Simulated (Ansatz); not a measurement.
Consider Co$_{2}$Si (space group Pnma, No. 62; a = 4.851 Å, b = 3.704 Å, c = 6.966 Å; ferromagnetic). Axes: x, y, z lie along a, b, c of the conventional cell.

Level of theory: DFT with r2SCAN, PAW potentials and a 500 eV plane-wave cutoff in Ansatz (a quantum-chemistry and plane-wave program), no spin-orbit coupling, earlier PAW set.

Before the change:

The pressure is 0.0 GPa and the volume per atom comes out as 10.43 Å³. The band gap comes out as zero.

It is then changed as follows: biaxial strain +0.77 %, plane normal [001], relaxed out of plane (Cartesian); in-plane vectors clamped, the third vector and the atoms free.

Task: Estimate the effect on the pressure.

Result: The pressure (mean of the normal stresses, compression positive) goes from zero to -1.9 GPa.

Task: What does the calculation give for the volume per atom after the change?

Result: The volume per atom goes up by 0.10 Å³ to 10.53 Å³.

Task: What happens to the band gap?

Result: The band gap is still zero.

The magnetic state is the one reached from the starting moments; the real material's order can differ, and small cells can't hold many antiferromagnetic ones. No phonon test of stability was made.
